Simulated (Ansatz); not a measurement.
Given:

```
LaF3
1.0
    4.09685     0.00000     0.00000
   -2.04843     3.54798     0.00000
    0.00000     0.00000     7.23225
La F
2 6
Cartesian
  2.04843   1.18266   5.42418
  0.00000   2.36532   1.80806
  0.00000   2.36532   6.65055
  2.04843   1.18266   0.58170
  2.04843   1.18266   3.03442
  0.00000   2.36532   4.19782
  0.00000   0.00000   1.80806
  0.00000   0.00000   5.42418
```

A single point on LaF3 with a change (pressure 3 GPa), its geometry relaxed with PBEsol.

Level of theory: PBEsol (Ansatz, a first-principles code), noncollinear with spin-orbit coupling. Γ-centred 9×9×5 mesh, Fermi–Dirac width 0.05 eV.

Question: What valence-band top at Γ (three highest Kramers pairs, from the VBM) does the calculation give?

Answer: 0.00, -0.46, -0.59 eV.

Question: What gap character does the calculation give?

Answer: Indirect, Γ → K.

Question: Estimate the smallest direct gap.

Answer: 6.13 eV.

Single points use the geometry relaxed with PBEsol. Load acts through the strain it causes; cell and atoms are relaxed under it. Stability against distortions was not tested. The cell was made from LaF₃ (space group P6_3/mmc, No. 194) by this change: pressure 3 GPa.
